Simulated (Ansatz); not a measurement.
Input and output of a self-consistent single point for InAs (F-43m, 2 atoms in the cell) (Ansatz, a quantum-chemistry and plane-wave program)

Method: PBE (plane waves, PAW; Ansatz).

The input file:

Ansatz 0.2 input:
```yaml
crystal:
  lattice:
    - [0.00000000, 3.03000000, 3.03000000]
    - [3.03000000, 0.00000000, 3.03000000]
    - [3.03000000, 3.03000000, 0.00000000]
  atoms:
    - { symbol: In, position_ang: [0.00000000, 0.00000000, 0.00000000] }
    - { symbol: As, position_ang: [1.51500000, 1.51500000, 1.51500000] }
kpoints:
  mp_grid:
    grid: [9, 9, 9]
hamiltonian:
  xc: pbe
  pseudopotentials:
    kind: paw
scf:
  occupations:
    method: fermi_dirac
    width: 0.0037 Ry
output:
  forces: true
  eigenvalues: true
  stress: true
```

Output, abridged:

```
WARN basis.ecutwfc = 420 eV, the default
Pseudopotentials: kind: paw
Pseudopotential: In, paw, valence charge 13
Pseudopotential: As, paw, valence charge 15
Crystal: 2 atoms, lattice volume = 55.636 Å³
Basis set: ecut = 420 eV, 1067 PW (Γ), exchange–correlation on 60×60×60 points (8 copies of the dense FFT grid, shifted against one another)
Bands: 18, of which v1, the nominal top of the filled ones, is band 14 counted from 1 (13 counted from 0)
Symmetry: 24 space group operations
Space group: F-43m (ITA 216), of the structure as read, at distance tolerance 3.8e-5 Å
k-points: 35 of 729 (time reversal used)
Initial density: superposition of atomic densities (neutral atoms: chi_scale 0, normalization atom), corrected by the library's trained network
Initial wavefunctions: pseudopotential atomic-orbital guess
Eigensolver: davidson
Functional: x = pbe(κ = 0.804, μ = 0.2195149727645171), c = pbe(β = 0.06672455060314922)
SCF iter   1: F=—  HF=-10454.434326 eV  |F-HF|=—  |Δ(HF+E_count)|=         —  Δρ=2.41e-3  dr2=7.03e-3  ethr=1.77e-3  ⟨swp⟩=6.0  Hψ=3073  notcnv=0
all-band conjugate gradients solve this SCF's bands
preconditioner: auto → none
SCF iter   2: F=—  HF=-10454.431386 eV  |F-HF|=—  |Δ(HF+E_count)|=   2.94e-3  Δρ=1.01e-3  dr2=6.13e-4  ethr=2.51e-5  ⟨swp⟩=2.0  Hψ=1363  notcnv=0
SCF iter   3: F=—  HF=-10454.431253 eV  |F-HF|=—  |Δ(HF+E_count)|=   1.33e-4  Δρ=2.97e-4  dr2=5.99e-5  ethr=2.19e-6  ⟨swp⟩=2.0  Hψ=946  notcnv=0
SCF iter   4: F=—  HF=-10454.431292 eV  |F-HF|=—  |Δ(HF+E_count)|=   3.88e-5  Δρ=1.04e-4  dr2=6.37e-6  ethr=2.14e-7  ⟨swp⟩=2.0  Hψ=771  notcnv=0
SCF iter   5: F=—  HF=-10454.431301 eV  |F-HF|=—  |Δ(HF+E_count)|=   8.66e-6  Δρ=3.20e-5  dr2=6.23e-7  ethr=2.27e-8  ⟨swp⟩=2.0  Hψ=1121  notcnv=0
SCF iter   6: F=-10454.431301 eV  HF=-10454.431301 eV  |F-HF|=5.57e-10  |Δ(HF+E_count)|=   4.39e-8  Δρ=5.42e-6  dr2=1.21e-8  ethr=3.57e-10  ⟨swp⟩=6.1  Hψ=2955  notcnv=0
SCF 1 converged in 6 iterations: F = -10454.431301 eV  dr2 = 1.21e-8
SCF converged after 6 iterations
Free energy (F): -10454.431301 eV
Harris-Foulkes:  -10454.431301 eV  (|F-HF|=5.57e-10)
Internal energy: -10454.430840 eV  (E = F + TS)
E sigma→0 (E₀):  -10454.431070 eV
Entropy (-TS):   -0.000461 eV (-0.230 meV/atom)
Fermi energy:    7.822848 eV
--- Per-component energies (eV) ---
  E_band       = -313.721764
  E_kinetic    = 347.030393
  E_local      = -3283.615467  (includes V_loc(G=0)·N_el)
  E_nonlocal   = -303.285444
  E_hartree    = 1588.612037
  E_xc         = -294.645852
  E_vxc        = -178.773948  (∫ρ·V_xc dr)
  E_paw        = -5990.738210  (= ΣΔE_a)
  E_vpaw       = -72.306555  (= ΣTr[D̂ρ^β])
  E_aug_tail   = 0.000034  (compensation charges beyond the density's cutoff)
  E_ewald      = -2517.788331
  E_smearing   = -0.000461  (= −TS)
  E_closure    = -0.000000  (closes the sum)
  Σ components = -10454.431301   (vs F -10454.431301, Δ=0.00e0)
--- Forces (eV/Å), atoms counted from 1 ---
  atom   1  In     0.00000000    -0.00000000     0.00000000
  atom   2  As    -0.00000000     0.00000000     0.00000000
  max |Σ_I F_I| component: 2.01e-16 eV/Å
--- Stress (GPa, compression-positive) ---
        3.493038      -0.000000      -0.000000
       -0.000000       3.493038       0.000000
       -0.000000       0.000000       3.493038
  P = ⅓ Tr σ = 3.4930 GPa (34.930 kbar)
  The stress holds the Pulay correction. Without it, at fixed plane waves, as pw.x and ABINIT print it: P = 3.4586 GPa
--- Band table (eV; the first three rows and the last of 35) ---
  k-point 0: bands = ["-27.2004", "-27.2004", "-27.2004", "-27.1927", "-27.1927", "-6.6112", "-6.6112", "-6.6112", "-6.4880", "-6.4880", "-4.0605", "7.5308", "7.7617", "7.7617", "7.7617", "11.6771", "11.6771", "11.6771"]
  k-point 1: bands = ["-27.2004", "-27.2003", "-27.2003", "-27.1926", "-27.1926", "-6.6269", "-6.6066", "-6.6066", "-6.4882", "-6.4882", "-3.9338", "6.0795", "7.6082", "7.6082", "8.7646", "11.7708", "11.9033", "11.9033"]
  k-point 2: bands = ["-27.2004", "-27.2003", "-27.2003", "-27.1926", "-27.1926", "-6.6647", "-6.5958", "-6.5958", "-6.4875", "-6.4875", "-3.5797", "4.4623", "7.2816", "7.2816", "9.0216", "12.3131", "12.3131", "12.5929"]
  k-point 34: bands = ["-27.2004", "-27.2003", "-27.1999", "-27.1926", "-27.1923", "-6.7658", "-6.5622", "-6.5402", "-6.5032", "-6.4797", "-2.0840", "2.1438", "4.7127", "5.2248", "11.6898", "11.8452", "12.8072", "14.4517"]
```

The run converged in 6 iterations.

The starting cell has typed, rounded lattice constants, without a prior relaxation at this level. With a pressure of about 3 GPa the cell is away from its equilibrium volume at this level. Ansatz's pressure includes its estimate of the finite-basis (Pulay) stress. The run gives no clean gap (levels at the Fermi energy touch, overlap or are partly filled at this smearing), which alone does not show that the compound is a metal.
